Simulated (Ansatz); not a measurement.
Consider SiC in the zinc blende structure (space group F-43m, No. 216; a = 4.3290 Å). Axes: x, y, z lie along the cube axes.

All numbers come from LDA (Ansatz, a first-principles code; PAW; 420 eV plane waves; scalar-relativistic without spin-orbit coupling).

Strains are applied to the cell and any free atomic positions relax; under biaxial strain the out-of-plane vector relaxes too.

One change was made to it. Results:

The valence-band top at Γ (three highest levels, from the VBM) changes from 0.00, 0.00, 0.00 eV to 0.00, -0.06, -0.06 eV; the volume per atom goes up by 0.07 Å³, from 10.14 Å³ to 10.21 Å³; the smallest direct gap decreases by 0.02 eV, from 4.53 eV to 4.51 eV.

Name the change that was made.
A) biaxial strain +2.00 %, plane normal [001], relaxed out of plane
B) biaxial strain +1.50 %, plane normal [001], relaxed out of plane
C) biaxial strain −1.00 %, plane normal [001], relaxed out of plane
D) biaxial strain +3.00 %, plane normal [001], relaxed out of plane
E) biaxial strain +0.50 %, plane normal [001], relaxed out of plane

E, biaxial strain +0.50 %, plane normal [001], relaxed out of plane. For comparison, the valence-band top at Γ in the other runs: biaxial strain −1.00 %, plane normal [001], relaxed out of plane gives 0.00, 0.00, -0.12 eV; biaxial strain +1.50 %, plane normal [001], relaxed out of plane gives 0.00, -0.17, -0.17 eV; biaxial strain +3.00 %, plane normal [001], relaxed out of plane gives 0.00, -0.32, -0.32 eV; biaxial strain +2.00 %, plane normal [001], relaxed out of plane gives 0.00, -0.22, -0.22 eV.

Gaps are read on the SCF mesh and a high-symmetry path. Stability against distortions was not tested.
